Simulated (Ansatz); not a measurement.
Consider Zr in the hcp (Mg type) structure (space group P6_3/mmc, No. 194; a = 3.1438 Å, c = 5.0928 Å; relaxed with 0.1 eV smearing). Axes: x lies along a and z along c of the hexagonal cell.

The values are results of LDA in Ansatz (plane waves to 420 eV, PAW, spin-orbit coupling left out), not measurements.

The change: the cell is stretched by 2.50 % along x with no lateral relaxation, atoms relaxed at fixed cell.

**Question.** Predict the stress tensor and what it implies for the stiffness.

**Answer.** Stress of the strained cell less that of the base (GPa, compression positive):
```
   -3.2     0.0     0.0
    0.0    -2.1     0.0
    0.0     0.0    -2.0
```

Then −Δσ_ii/ε with ε = 0.0250 gives secant stiffness values (nonlinear terms included at this strain): C11 ≈ 127 GPa, C12 ≈ 83 GPa and C13 ≈ 81 GPa.

As a check, the harmonic strain energy −½ V₀ Δσ:ε is 5.4 meV/atom; the computed energy rise is 5.5 meV/atom.

No phonon test of stability was made. The final runs are not spin-polarised.

Ansatz is a first-principles code.
